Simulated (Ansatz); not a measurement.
Response to strain in SiO2

Start from SiO2 in the rutile structure (space group P4_2/mnm, No. 136; a = 4.1549 Å, c = 2.6615 Å). Axes: x, y, z lie along a, b, c of the conventional cell.

Strains are applied to the cell and any free atomic positions relax.

Method: LDA (Ansatz, a quantum-chemistry and plane-wave program; PAW; 420 eV plane waves; no spin-orbit coupling).

Notes on the quantities. pressure: mean of the normal stresses, compression positive.

```tsv
variant	electron mass	band gap	pressure	volume per atom
base	0.40 mₑ along c, 0.52 mₑ across (at Γ)	5.81 eV	-0.1 kbar	7.66 Å³
uniaxial strain ε_xx = +0.60 %	0.40 mₑ along z, 0.51 mₑ across (at Γ)	5.72 eV	-17.1 kbar	7.70 Å³
uniaxial strain ε_xx = +1.20 %	(withheld)	(withheld)	(withheld)	7.75 Å³
uniaxial strain ε_xx = +1.80 %	0.48 mₑ along x, 0.52 mₑ along y, 0.39 mₑ along z (at Γ)	5.56 eV	-49.2 kbar	7.80 Å³
uniaxial strain ε_xx = +2.40 %	0.47 mₑ along x, 0.52 mₑ along y, 0.39 mₑ along z (at Γ)	5.49 eV	-64.3 kbar	7.84 Å³
uniaxial strain ε_xx = +3.00 %	0.46 mₑ along x, 0.52 mₑ along y, 0.39 mₑ along z (at Γ)	5.41 eV	-78.6 kbar	7.89 Å³
```

Task: Complete the table.

Result: 
- uniaxial strain ε_xx = +1.20 %, electron mass: 0.49 mₑ along x, 0.52 mₑ along y, 0.40 mₑ along z (at Γ)
- uniaxial strain ε_xx = +1.20 %, band gap: 5.64 eV
- uniaxial strain ε_xx = +1.20 %, pressure: -33.5 kbar

Masses are band curvatures over ±0.01 Å⁻¹ around the edge. Stability against distortions was not tested.
